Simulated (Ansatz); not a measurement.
Structure of amorphous Ge12As12S36 (periodic cell):

```xyz
60
Lattice="11.9164 -1.1352 -0.1107 -1.1352 11.9416 0.0123 -0.1107 0.0123 11.7425" Properties=species:S:1:pos:R:3 pbc="T T T"
Ge     8.1939     6.4474    11.4244
Ge    10.4207     5.9960     4.1303
Ge     8.9058     9.5901    10.5495
Ge     7.7614    -0.2216     3.5996
Ge     6.4753     4.0249     6.4864
Ge     5.5106     1.5168     2.8998
Ge     9.6893     2.7448     7.6743
Ge    10.8788    -0.1211     5.6757
Ge     3.4847     6.7546    11.4065
Ge     1.8009     8.6142     4.9243
Ge     3.0711     7.3923     7.7566
Ge     5.7019     5.0638     9.3927
As     1.8979     4.7145     9.3668
As     0.0990     8.7353     3.1510
As     5.8197     9.1881     0.2441
As     1.2845     5.4470     3.2857
As     7.7679     7.3236     5.3700
As    10.8033     8.7057     6.7138
As    10.8775     2.5595    10.3396
As     4.7431     9.5237     5.5218
As     2.4463     2.6821     1.6849
As    -0.1203    11.6608     0.0379
As    10.3859     3.6602     0.8655
As    10.5787     9.2218     4.2864
S     10.5576    10.8215     9.6632
S      7.3644     7.8319     1.2160
S      0.7471     5.1194     1.0519
S      9.8813     0.4236     3.7198
S      4.7902     3.8425     4.9350
S      3.4963     0.7187     2.3443
S      6.9574    10.6559    10.6740
S     10.3391     5.9189     0.5195
S      9.7883     6.6113     6.3647
S      0.9612     0.2970     4.9682
S      2.8029    10.6249     5.0815
S      0.4631     1.6091     1.1828
S      6.0401     9.5516     3.6021
S      6.4575     6.2901     6.9328
S      2.8269     5.0658     7.3675
S      5.0614     7.8739    10.2227
S     11.1460     3.9129     4.1020
S      5.7864     2.9574     8.2804
S      8.8787     1.7158     9.4832
S      7.2099     4.5043    11.1364
S     10.7353     4.3589     8.8696
S     11.5168     1.6748     6.8409
S      1.8639     3.2975     3.8052
S      1.6329     6.9276    10.0214
S      8.2447     5.9297     3.5867
S      6.2615     0.8118     4.9366
S      3.4875     7.2214     1.7148
S     10.0293     9.3478     0.8138
S      0.8407     7.9021     6.8009
S      8.6259     7.6075     9.5241
S      5.5618     3.7791     3.0326
S      8.5391     3.3326     5.8447
S      8.7742    10.1392     6.8196
S      3.7963     7.4668     4.9718
S      7.1411     0.6431     1.6103
S      3.7961     4.4942    10.8595
```

Method: PBE-D3(BJ), scalar-relativistic without spin-orbit coupling (plane waves to 420 eV, PAW; Ansatz, a quantum-chemistry and plane-wave program).

Preparation: random packing, a CHGNet melt and quench, and a DFT relaxation. The hot cell started wider than the set density and was brought back towards it in steps. It is the lowest in DFT energy of 3 quenches. It is a model cell: composition and starting density were chosen by hand, and all elements were melted together. The geometry includes D3(BJ) dispersion. Its density started from a set value of 2.96 and ended at 2.93 g/cm³. The quench (nominally 99 K/ps over its main leg) was far faster than any real one, so the model tends to hold more defects than a real film. A cell of this size samples the disorder only roughly. Volume and shape were free in the relaxation.

Bonds are counted up to Ge-Ge 2.85 Å, Ge-As 2.68 Å, Ge-S 2.60 Å, As-As 2.80 Å, As-S 2.60 Å, S-S 2.39 Å.

Question: Give the coordination numbers, mean bond lengths and angles.

Answer: 
```json
{
  "Mean coordination of Ge": "3.75 (1 with 2, 1 with 3, 10 with 4)",
  "Mean coordination of As": "3.00 (12 with 3)",
  "Mean coordination of S": "2.03 (1 with 1, 33 with 2, 2 with 3)",
  "Mean Ge-S bond": "2.276 Å (spread 0.069 Å, 43 counted)",
  "Mean As-S bond": "2.316 Å (spread 0.047 Å, 28 counted)",
  "Mean As-As bond": "2.530 Å (spread 0.048 Å, 3 counted)",
  "Mean Ge-As bond": "2.486 Å (spread 0.025 Å, 2 counted)",
  "Bond angle at Ge": "mean 108.2°, spread 9.0°",
  "Bond angle at As": "mean 95.8°, spread 8.4°",
  "Bond angle at S": "mean 95.5°, spread 9.7°"
}
```

Question: Which atoms depart from the most common coordination of their element?

Answer: Ge11 has 2 (S39 2.37 Å, S53 2.48 Å); Ge12 has 3 (S44 2.37 Å, S42 2.38 Å, S60 2.47 Å); S33 has 3 (As18 2.35 Å, As17 2.36 Å, Ge2 2.40 Å); S51 has 1 (Ge9 2.11 Å); S60 has 3 (Ge9 2.35 Å, As13 2.42 Å, Ge12 2.47 Å).
